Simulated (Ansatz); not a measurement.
The starting structures come from a database of crystals and need not be the phases stable at ambient conditions.

 Where the default PAW files enter, the runs use the earlier of Ansatz's two default sets.

Here is the system:

```
CELL_PARAMETERS angstrom
      3.78838     0.00000     0.00000
      0.00000     3.78838     0.00000
      0.00000     0.00000     6.16996
ATOMIC_POSITIONS crystal
  Tl 0.00000 0.50000 0.74626
  Tl 0.50000 0.00000 0.25374
  F  0.50000 0.00000 0.85184
  F  0.00000 0.50000 0.14816
```

Space group of this cell: P4/nmm. The cell was relaxed by PBE-D3(BJ); by r2SCAN its mean pressure is -1.2 GPa.

Transport runs along the normal of the first two printed cell vectors, the (001) plane of the conventional cell.

The gap is the functional's own. No spin-orbit coupling. Mid-gap values are interpolated on the energy grid.

Q: Compute, with r2SCAN run with Ansatz (an electronic-structure program), the band gap and the smallest decay constant κ at mid-gap.

A: Gap 3.49 eV on a 8×8×6 mesh; κ = 0.359 1/Å, at (0.500, 0.000) of the in-plane reciprocal vectors. At the zone centre, at the nearest computed energy, the slowest state has κ = 0.50 1/Å.
